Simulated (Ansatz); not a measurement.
Abridged Ansatz (a program for electronic structure) output:

```
Relaxation: its limit of steps is 50 (relax.max_steps)
Pseudopotential: Re, paw, valence charge 15
Crystal: 2 atoms, lattice volume = 30.811 Å³
Basis set: ecut = 420 eV, 591 PW (Γ), exchange–correlation on 40×40×64 points (8 copies of the dense FFT grid, shifted against one another)
Bands: 19, of which v1, the nominal top of the filled ones, is band 15 counted from 1 (14 counted from 0)
Symmetry: 24 space group operations
k-points: 427 of 7488
Functional: x = pbe(κ = 0.804, μ = 0.2195149727645171), c = pbe(β = 0.06672455060314922)
SCF iter   1: F=—  HF=-21736.124808 eV  |F-HF|=—  |Δ(HF+E_count)|=         —  Δρ=7.17e-3  dr2=5.17e-3  ethr=1.77e-3  ⟨swp⟩=5.0  Hψ=35510  notcnv=0
SCF iter   2: F=—  HF=-21736.127602 eV  |F-HF|=—  |Δ(HF+E_count)|=   2.79e-3  Δρ=4.31e-3  dr2=1.98e-3  ethr=1.72e-5  ⟨swp⟩=1.6  Hψ=12723  notcnv=0
SCF 1 converged in 7 iterations: F = -21736.128814 eV  dr2 = 4.00e-11
relax step   1: F+E_penalty+E_count = -21736.12881450 eV  Δ(F+E_penalty+E_count) = +0.000e0 eV  max|allowed force component| = 5.089e-17 eV/Å  Δτ_max = 0.0000 Å  (7 SCF iters, accepted)
SCF converged after 7 iterations
Free energy (F): -21736.128814 eV
Internal energy: -21736.073588 eV  (E = F + TS)
E sigma→0 (E₀):  -21736.101201 eV
Entropy (-TS):   -0.055227 eV (-27.613 meV/atom)
Fermi energy:    22.775721 eV
--- Forces (eV/Å), atoms counted from 1 ---
  atom   1  Re    -0.00000000     0.00000000     0.00000000
  atom   2  Re     0.00000000    -0.00000000     0.00000000
--- Stress (GPa, compression-positive) ---
       -5.822498       0.000000       0.000000
        0.000000      -5.822498       0.000000
        0.000000       0.000000     -17.826368
  P = ⅓ Tr σ = -9.8238 GPa (-98.238 kbar)
--- Relaxed structure (1 steps of the walk, 1 accepted, 0 SCFs on fresh bases) ---
  atoms:
    - { symbol: Re, position: [0.6666666666666666, 0.3333333333333333, 0.75] }
    - { symbol: Re, position: [0.3333333333333333, 0.6666666666666666, 0.25] }
```

### Question
What was computed, and what are the main results?

### Answer
Re, 2 atoms in the cell, with Ansatz PBE, no spin-orbit coupling. The last SCF converged to F = -21736.128814 eV, or -10868.0644 eV per atom, at a pressure of -9.82 GPa. The total energy compares only with runs of the same code, potentials and settings.

The cells carry an imposed strain or load. Whether these cells are dynamically stable was not tested. All final runs are without spin polarisation. The cell was made from Re in the hcp (Mg type) structure (space group P6_3/mmc, No. 194) by this change: uniaxial strain ε_zz = +3.00 %.

Keys are those of Ansatz 0.2.
